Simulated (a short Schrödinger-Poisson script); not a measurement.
Stack: MOS inversion layer, SiO2 on p-type GaN, at 300 K.

| layer | material | thickness (nm) | Na (cm⁻³) |
|---|---|---|---|
| 1 | SiO2 | 2.1 | - |
| 2 | GaN | 810 | 6e17 |

The device is made up for the run: typed textbook-type constants, with dimensions and the other settings drawn at random. SiO2: permittivity 3.9, conduction-band edge (eV) 3.2, gap (eV) 9, electron mass (mₑ) 0.5. GaN: permittivity 9.5, conduction-band edge (eV) 0, gap (eV) 3.43, Nv at 300 K (cm⁻³) 4.6e19.

Channel valleys (confinement mass, in-plane density-of-states mass, number): Γ 0.2, 0.2, 1. At the gate the conduction-band edge of layer 1 lies 3.64 eV − eVg above the Fermi level of the channel; the field vanishes at the back. Gaps are held at their typed values at every temperature. Mesh 0.03 nm at interfaces.

From a short Schrödinger-Poisson script (our own, NumPy): 1D Poisson equation in equilibrium, electrons classical, Fermi-Dirac, parabolic valleys, classical holes, full ionisation, no traps, pinning or gate leakage.

The same stack at other levels of the model or other numerical settings:

| run | sheet density of all electrons at Vg = 2.3 V (cm⁻²) | sheet density of all electrons at Vg = 1.1 V (cm⁻²) | capacitance at Vg = 2.3 V (μF/cm²) | centroid of the channel electrons at Vg = 2.3 V (nm) | rough cost against the base |
|---|---|---|---|---|---|
| base | 1.00e13 | 9.62e11 | 1.30 | 0.81 | about 1 |
| electrons treated as classical, Boltzmann | 1.28e13 | ? | 1.59 | 0.20 | 0.2 |
| electrons treated as quantum, Hartree | 8.39e12 | 1.11e11 | ? | 1.70 | 3 |
| electrons treated as quantum, Hartree plus LDA exchange-correlation | 8.82e12 | 1.56e11 | 1.24 | 1.66 | 5 |
| mesh six times as coarse | ? | 9.11e11 | 1.28 | 0.88 | 0.3 |

Problem. Fill in the missing entries.

Solution. 
- mesh six times as coarse, sheet density of all electrons at Vg = 2.3 V (cm⁻²): 9.86e12
- electrons treated as quantum, Hartree, capacitance at Vg = 2.3 V (μF/cm²): 1.22
- electrons treated as classical, Boltzmann, sheet density of all electrons at Vg = 1.1 V (cm⁻²): 1.32e12

The classical rows ignore confinement, and Boltzmann statistics overrate the density once the band edge passes the Fermi level.

In real p-type GaN the Mg acceptor is only partly ionised, and so wide a gap doesn't supply an inversion layer without source and drain.
